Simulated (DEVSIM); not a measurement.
System: abrupt Si n-p junction, at 350 K.

```tsv
layer (left to right)	material	thickness (μm)	Nd (cm⁻³)	Na (cm⁻³)	τn (s)	τp (s)
1	Si	4.40	3.7e15	-	5.8e-7	5.8e-7
2	Si	1.20	-	6.4e17	5.8e-7	5.8e-7
```

Left contact: ohmic. Right contact: ohmic. Voltage is applied to the left contact. Recombination: SRH at mid-gap, radiative. Mobility is μmin + (μ − μmin)/(1 + (N/Nref)^α).

This is a model device: material constants are rounded textbook-type values typed into the input, and sizes, dopings and lifetimes were drawn at random. Values at 300 K; Nc and Nv go as T^1.5, mobilities as T to minus their exponent, the gap by Varshni's rule with the affinity fixed.

```tsv
parameter	Si
gap (eV)	1.124
affinity (eV)	4.05
permittivity	11.7
Nc (cm⁻³)	2.86e19
Nv (cm⁻³)	3.1e19
μn (cm²/Vs)	1417
μp (cm²/Vs)	470
μn,min	52
μp,min	45
Nref,n	9.7e16
Nref,p	2.2e17
αn	0.68
αp	0.72
T exponent of μn	2.3
T exponent of μp	2.2
B (cm³/s)	4.7e-15
Varshni α (eV/K)	0.000473
Varshni β (K)	636
```

Simulated with DEVSIM: 1D drift-diffusion, Boltzmann statistics, complete ionisation; no tunnelling, impact ionisation, image-force lowering or self-heating.

Task: Give the dark reverse current.

Result: 
| V (V) | J (A/cm²) |
|---|---|
| 0.10 | 5.5e-7 |
| 0.25 | 9.2e-7 |
| 0.50 | 1.4e-6 |
| 0.75 | 1.8e-6 |
| 1.00 | 2.2e-6 |
| 1.50 | 2.8e-6 |
| 2.00 | 3.4e-6 |
| 2.50 | 3.9e-6 |
| 3.25 | 4.5e-6 |
| 4.00 | 5.1e-6 |
| 5.00 | 5.8e-6 |
